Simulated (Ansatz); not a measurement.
Data:

End structure of a constructed model of the (111) surface of fcc Pd, a pseudomorphic layer of Sn in the host's stacking (bottom of the slab: a bare face, its two planes held):

```xyz
7
Lattice="2.7886 0.0000 0.0000 -1.3943 2.4150 0.0000 0.0000 0.0000 30.0000" Properties=species:S:1:pos:R:3 pbc="T T T"
Pd     0.0000     1.6100     8.1018
Pd     1.3943     0.8050    10.3786
Pd     0.0000     0.0000    12.6475
Pd     0.0000     1.6100    14.9256
Pd     1.3943     0.8050    17.2158
Pd     0.0000     0.0000    19.5436
Sn     0.0000     1.6100    21.8807
```

Model: 7-atom slab, 13.8 Å thick at the start, 15x15x1 mesh, Fermi-Dirac 0.1 eV, dipole correction, single point; on the structure that PBE left under its start's symmetry; no spin, no spin-orbit, no U. It is one candidate, not shown to be the stable structure of the face.

What is the computed work function of the top face (r2SCAN, at the PBE geometry (Ansatz, an electronic-structure program))?

3.83 eV
